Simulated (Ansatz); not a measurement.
Effect of uniaxial strain ε_xx = +2.50 % on Sc

The reference is Sc in the hcp (Mg type) structure (space group P6_3/mmc, No. 194; a = 3.275 Å, c = 5.105 Å; relaxed with 0.1 eV smearing). Axes: x lies along a and z along c of the hexagonal cell.

Modification: the cell is stretched by 2.50 % along x with no lateral relaxation, atoms relaxed at fixed cell.

Calculations: Ansatz (a program for electronic structure), PBEsol, PAW, cutoff 420 eV, spin-orbit coupling left out. Γ-centred 20×20×12 mesh, Fermi–Dirac width 0.1 eV.

| quantity | base | changed | shift |
|---|---|---|---|
| volume per atom | 23.71 Å³ | 24.31 Å³ | +0.593 Å³ |
| shortest interatomic distance | 3.177 Å | 3.189 Å | +0.012 Å |
| energy relative to the base (free energy F) | 0 meV/atom | +4.6 meV/atom | +4.6 meV/atom |
| pressure (mean of the normal stresses, compression positive) | 0.0 GPa | -1.4 GPa | -1.4 GPa |
| band gap | zero | zero | – |
| largest internal atomic displacement | – | 0.015 Å | – |
| stress (xx, yy, zz, yz, xz, xy; compression positive) | – | (-2.4, -0.9, -0.7, 0.0, 0.0, 0.0) GPa | – |

Final structure:

```
Sc
1.0
    3.35724     0.00000     0.00000
   -1.67862     2.83654     0.00000
    0.00000     0.00000     5.10512
Sc
2
Direct
  0.66939   0.33878   0.25000
  0.33061   0.66122   0.75000
```

Whether these cells are dynamically stable was not tested. The final runs are not spin-polarised.
